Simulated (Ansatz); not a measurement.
Consider GaSb in the zinc blende structure (space group F-43m, No. 216; a = 6.0488 Å). Axes: x, y, z lie along the cube axes.

Calculations: LDA/PAW in Ansatz (a quantum-chemistry and plane-wave program), without spin-orbit coupling.

Base values:

| Item | Result |
|---|---|
| Pressure | 0.00 GPa |

One thing is altered: compressive biaxial strain of 2.08 % in the plane normal to [111], as in epitaxy on a mismatched substrate; the out-of-plane cell vector and the atoms relax.

### Question
What happens to the pressure?

### Answer
The pressure (mean of the normal stresses, compression positive) goes from zero to 1.90 GPa.

### Question
What does the calculation give for the out-of-plane strain after the change?

### Answer
The out-of-plane strain comes out as +1.05 %.

### Question
What happens to the energy relative to the base?

### Answer
The energy goes up by 9.9 meV/atom.

Stability against distortions was not tested.
